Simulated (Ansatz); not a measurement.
Input and output of a self-consistent single point for Zr2Ga (Fmm2, 6 atoms in the cell) (Ansatz, a program for electronic structure).

Method: PBEsol, default PAW files made with PBE (plane waves; Ansatz).

```
CELL_PARAMETERS angstrom
     -3.32795     3.32795     2.72813
      3.32795    -3.32795     2.72813
      3.32795     3.32795    -2.72813
ATOMIC_POSITIONS crystal
  Zr 0.65917 0.15917 0.81834
  Zr 0.34614 0.84614 0.19228
  Zr 0.15386 0.34614 0.50000
  Zr 0.84614 0.65386 0.50000
  Ga 0.25000 0.25000 0.00000
  Ga 0.75000 0.75000 0.00000
```

Reference input (self-consistent single point, DFT, PBEsol, plane waves, default PAW files made with PBE): basis.ecutwfc = 420 eV; kpoints.mp_grid.grid = 5 5 5; hamiltonian.xc = pbesol; hamiltonian.pseudopotentials = {kind: paw} (the program's default PAW files); scf.occupations.method = gaussian; scf.occupations.width = 0.1 eV. This run's input differs from it in these lines:

Ansatz 0.2 input:
```diff
@@ -16,3 +16,3 @@
   mp_grid:
-    grid: [5, 5, 5]
+    grid: [4, 4, 4]
 hamiltonian:
```

The program printed (abridged):

```
SCF iter   1: F=—  HF=-24003.963863 eV  |F-HF|=—  |Δ(HF+E_count)|=         —  Δρ=4.25e-3  dr2=1.73e-2  ethr=1.77e-3  ⟨swp⟩=5.4  Hψ=3154  notcnv=0
all-band conjugate gradients solve this SCF's bands
preconditioner: auto → Kerker (q_TF=auto, 2.514 Å⁻¹)
SCF iter   2: F=—  HF=-24003.961320 eV  |F-HF|=—  |Δ(HF+E_count)|=   2.54e-3  Δρ=2.24e-3  dr2=5.45e-3  ethr=2.34e-5  ⟨swp⟩=2.0  Hψ=1179  notcnv=0
SCF iter   3: F=—  HF=-24003.960844 eV  |F-HF|=—  |Δ(HF+E_count)|=   4.77e-4  Δρ=9.72e-4  dr2=1.02e-3  ethr=7.37e-6  ⟨swp⟩=2.0  Hψ=1053  notcnv=0
SCF iter   4: F=—  HF=-24003.960349 eV  |F-HF|=—  |Δ(HF+E_count)|=   4.95e-4  Δρ=2.12e-4  dr2=4.38e-5  ethr=1.38e-6  ⟨swp⟩=2.0  Hψ=1159  notcnv=0
SCF iter   5: F=—  HF=-24003.960340 eV  |F-HF|=—  |Δ(HF+E_count)|=   8.77e-6  Δρ=4.86e-5  dr2=1.89e-6  ethr=5.92e-8  ⟨swp⟩=2.1  Hψ=1418  notcnv=0
SCF iter   6: F=—  HF=-24003.960340 eV  |F-HF|=—  |Δ(HF+E_count)|=   2.49e-7  Δρ=1.09e-5  dr2=1.93e-7  ethr=2.56e-9  ⟨swp⟩=2.4  Hψ=1321  notcnv=0
SCF iter   7: F=-24003.960340 eV  HF=-24003.960340 eV  |F-HF|=5.49e-8  |Δ(HF+E_count)|=   4.99e-9  Δρ=4.77e-6  dr2=6.61e-8  ethr=1.35e-10  ⟨swp⟩=8.3  Hψ=2752  notcnv=0
SCF 1 converged in 7 iterations: F = -24003.960340 eV  dr2 = 6.61e-8
Free energy (F): -24003.960340 eV
Internal energy: -24003.933796 eV  (E = F + TS)
E sigma→0 (E₀):  -24003.947068 eV
Entropy (-TS):   -0.026544 eV (-4.424 meV/atom)
Fermi energy:    13.255075 eV
--- Forces (eV/Å), atoms counted from 1 ---
  atom   1  Zr    -0.17172105    -0.17172105     0.00000000
  atom   2  Zr     0.09816419     0.09816419     0.00000000
  atom   3  Zr     0.02165834     0.00910350     0.00000000
  atom   4  Zr     0.00910350     0.02165834     0.00000000
  atom   5  Ga     0.02141052     0.02141052     0.00000000
  atom   6  Ga     0.02141052     0.02141052     0.00000000
--- Stress (GPa, compression-positive) ---
       -1.887514      -0.213510       0.000000
       -0.213510      -1.887514       0.000000
        0.000000       0.000000      -3.238904
  P = ⅓ Tr σ = -2.3380 GPa (-23.380 kbar)
  The stress holds the Pulay correction. Without it, at fixed plane waves, as pw.x and ABINIT print it: P = -2.3619 GPa
```

The run converged in 7 iterations. Against the reference run the free energy goes up by 1.8 meV/atom, the pressure goes from -2.21 to -2.34 GPa and the largest force stays at 0.243 eV/Å.

The starting cell comes from a database of computed structures (which also holds hypothetical and non-ambient phases and stackings), without a prior relaxation at this level. Its lattice was rescaled by up to half a per cent. One atom was moved a little off its site on purpose. Ansatz's pressure includes its estimate of the finite-basis (Pulay) stress.
